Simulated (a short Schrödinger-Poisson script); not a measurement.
Structure: gated Al0.4Ga0.6As/GaAs modulation-doped gas, at 400 K.

| layer | material | thickness (nm) | Nd (cm⁻³) | Na (cm⁻³) |
|---|---|---|---|---|
| 1 | Al0.4Ga0.6As | 20 | - | - |
| 2 | Al0.4Ga0.6As | 10 | 8.3e17 | - |
| 3 | Al0.4Ga0.6As | 10 | - | - |
| 4 | GaAs | 6000 | - | 1e15 |

Constants are typed, rounded textbook-type inputs, not results; the design itself was drawn at random and stands for no fabricated device. Al0.4Ga0.6As: permittivity 11.76, conduction-band edge (eV) 0.316, gap (eV) 1.923, electron mass (mₑ) 0.1002, Nv at 300 K (cm⁻³) 9e18. GaAs: permittivity 12.9, conduction-band edge (eV) 0, gap (eV) 1.424, Nv at 300 K (cm⁻³) 9e18.

Channel valleys (confinement mass, in-plane density-of-states mass, number): Γ 0.067, 0.067, 1. At the gate the conduction-band edge of layer 1 lies 1.07 eV − eVg above the Fermi level of the channel; the field vanishes at the back. Donor level 0.05 eV below the band edge. The barrier under the gate holds no holes. Gaps are held at their typed values at every temperature. Mesh 0.08 nm at interfaces.

From a short Schrödinger-Poisson script (our own, NumPy): 1D Poisson equation in equilibrium, electrons quantum, Hartree plus LDA exchange-correlation (BenDaniel-Duke, 40 states a valley, the channel's in-plane mass for all, wave functions free to enter the barrier), parabolic valleys, classical holes, donors ionised by Fermi statistics, acceptors fully, no traps, pinning or gate leakage.

Question: List the lowest subbands of each valley and their electrons at Vg = 0.5 V.

Answer: 
```tsv
valley	subband	energy from the Fermi level (meV)	electrons (cm⁻²)	share (%)
Γ	0	103.3	4.70e10	43.5
Γ	1	129.5	2.22e10	20.6
Γ	2	149.3	1.26e10	11.7
```

All electrons: 1.08e11 cm⁻².
